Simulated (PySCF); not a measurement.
PySCF 2.14.0, M06-L/def2-svp, df: Si(Cl)(F)2(SiMe3) (C[Si](C)(C)[Si](F)(F)Cl), 17 atoms. The geometry is a generated start, not checked to be a minimum at this level.

```yaml
task: energy and gradient
method: m06-l
basis: def2-svp
two_electron_scheme: density fitting
mol.max_memory: 7000 MB
mf.init_guess: minao (default)
mf.DIIS: CDIIS (default)
mf.diis_space: 8 (default)
mf.conv_tol: 1e-09 (default)
basis functions (reference run): 169
grid points (reference run): 1394952
```

```xyz
17

C     -0.7804    -0.1664     1.7985
Si    -0.1380    -0.0803     0.0039
C      0.1365    -1.8487    -0.6604
C     -1.4055     0.8240    -1.0999
Si     1.8540     1.0840    -0.0314
F      2.5327     1.0608    -1.4894
F      3.0186     0.3050     0.7579
Cl     1.9584     2.9886     0.5866
H     -0.0701    -0.6629     2.4536
H     -1.7152    -0.7161     1.8558
H     -0.9611     0.8245     2.2056
H      0.8798    -2.3817    -0.0742
H      0.4814    -1.8374    -1.6900
H     -0.7823    -2.4282    -0.6284
H     -2.3586     0.3037    -1.1132
H     -1.5910     1.8348    -0.7477
H     -1.0593     0.8964    -2.1272
```
Charge 0, spin multiplicity 1.

Differences are taken against the run with mf.grids.level = 8; no run here is proven converged. Each setting ran once; only counts and results are compared.

Measured:

```tsv
setting	grid points	energy against the reference	difference in forces (largest component)
the reference	1394952	—	—
mf.grids.level = 6	818280	+0.0049 meV/atom	4.5 meV/Å
mf.grids.level = 5	558704	−0.011 meV/atom	8.9 meV/Å
mf.grids.level = 4	371400	+0.0025 meV/atom	14 meV/Å
mf.grids.level = 3 (default)	216392	+0.011 meV/atom	12 meV/Å
mf.grids.level = 2	140784	−0.031 meV/atom	55 meV/Å
mf.grids.level = 0	15888	−64 meV/atom	2200 meV/Å
```

How far does the result lie from the reference with mf.grids.level = 1?

grid points: 67528; energy against the reference: +6.2 meV/atom; difference in forces (largest component): 200 meV/Å. Total energies are compared; such shifts often cancel in part in energy differences. The gradients leave out the derivatives of the grid weights.
